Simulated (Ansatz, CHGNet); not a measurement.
## Ladder of methods for the enthalpy of formation of L1₀ (CuAu-type) FePt

Reference value: -0.238 ± 0.02 eV/atom (measured, 298 K, copied from a table, unchecked, no zero-point or thermal correction; as tabulated in Wang et al. (2021), doi:10.1038/s41598-021-94550-5).

```csv
level (code),value (eV/atom),difference (eV/atom)
CHGNet 0.3.0,-0.111,+0.127
LDA (Ansatz),-0.157,+0.081
PBE (Ansatz),-0.229,+0.009
PBE-D4 (Ansatz),-0.202,+0.036
rVV10 (Ansatz),-0.178,+0.060
r²SCAN (Ansatz),-0.340,-0.102
B3LYP (VWN-RPA form) (Ansatz),-0.489,-0.251
PBE0 (Ansatz),-0.549,-0.311
r²SCANh (Ansatz),-0.449,-0.211
```

Leaving aside CHGNet 0.3.0 (doubt noted below): Once the reference is moved by up to 0.100 eV/atom (a margin picked here for doubts on the reference and the settings, and for temperature and zero-point motion) and values within 0.010 eV/atom count as equal, the nearest can be PBE (+0.009 eV/atom), PBE-D4 (+0.036 eV/atom), rVV10 (+0.060 eV/atom), LDA (+0.081 eV/atom) or r²SCAN (-0.102 eV/atom). Farthest off among them: PBE0 (-0.311 eV/atom). Within the reference's own bar: PBE.

The reference isn't brought to a static lattice, while the calculations are for one, so the differences are not the levels' errors alone. Spin-polarised runs: LDA (parallel moments), PBE (parallel moments), PBE-D4 (parallel moments), rVV10 (parallel moments), r²SCAN (parallel moments), B3LYP (VWN-RPA form) (parallel moments), PBE0 (parallel moments), r²SCANh (parallel moments). Density-functional levels without +SOC have no spin–orbit coupling, which shifts binding energies of heavy elements. CHGNet 0.3.0: the cell has another shape than the first-principles one, perhaps another minimum in the same group. Each level is taken at its own relaxed cell. Cutoffs differ between the levels. Ansatz's density-functional and Hartree–Fock values are scalar-relativistic unless marked +SOC, with PAW data made under PBE.

Machine-learned potentials (CHGNet 0.3.0) are trained on DFT data: a solid inside that data is no test of them.

Differences are worked out from the printed values.

Ansatz is a first-principles code.
